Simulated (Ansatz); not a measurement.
# GaAs: response to strain

Base system: GaAs in the zinc blende structure (space group F-43m, No. 216; a = 5.746 Å).

Strains are applied to the cell and any free atomic positions relax.

All numbers come from PBE (Ansatz, an electronic-structure program), scalar-relativistic without spin-orbit coupling.

Base values:

Band gap: 0.16 eV

Question: The aim is a band gap between 0.24 eV and 0.29 eV. Which of these changes reaches it?
(A) isotropic strain −0.50 %
(B) isotropic strain +2.00 %
(C) isotropic strain −1.00 %

Answer: A, isotropic strain −0.50 %. It gives 0.27 eV; isotropic strain −1.00 % gives 0.38 eV; isotropic strain +2.00 % gives zero. Changes not listed may reach it too

The mesh was chosen for an insulator and is coarse for the gapless case. No phonon test of stability was made. All final runs are without spin polarisation. The zero or small gap of GaAs can change with the level of theory.
